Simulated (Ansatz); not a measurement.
The starting structures come from a database of crystals and need not be the phases stable at ambient conditions.

 Where the default PAW files enter, the runs use the earlier of Ansatz's two default sets.

The decay constant κ of evanescent states in the gap governs leakage through a thin film.

Given:

```xyz
16
Lattice="5.1032 0.0000 0.0000 0.0000 5.1997 0.0000 0.0000 -0.1976 7.5367" Properties=species:S:1:pos:R:3 pbc="T T T"
W      3.7338     3.7365     5.4020
W      1.3693     1.2656     2.1347
W      1.1823     1.1668     5.9031
W      3.9209     3.8353     1.6337
O      4.9264     2.3455     1.6280
O      0.1768     2.6566     5.9087
O      2.3748     2.7554     2.1404
O      2.7284     2.2467     5.3964
O      1.6182     1.3075     0.0457
O      3.4850     3.6946     7.4911
O      4.1698     3.7934     3.7227
O      0.9334     1.2087     3.8140
O      4.9129     0.0180     5.9071
O      0.1902     4.9841     1.6297
O      2.3613     4.8853     5.3980
O      2.7418     0.1168     2.1387
```

Space group of this cell: P2_1/c. The cell is strained (all lengths scaled by 0.98); by PBEsol its mean pressure is 14.9 GPa.

Transport runs along the normal of the first two printed cell vectors.

The gap is the functional's own. No spin-orbit coupling. Mid-gap values are interpolated on the energy grid.

### Question
Predict the band gap and the smallest decay constant κ at mid-gap from PBEsol in Ansatz (a first-principles code).

### Answer
Gap 2.00 eV on a 6×6×4 mesh; κ = 0.282 1/Å, at (0.500, 0.500) of the in-plane reciprocal vectors. At the zone centre, at the nearest computed energy, the slowest state has κ = 0.28 1/Å.
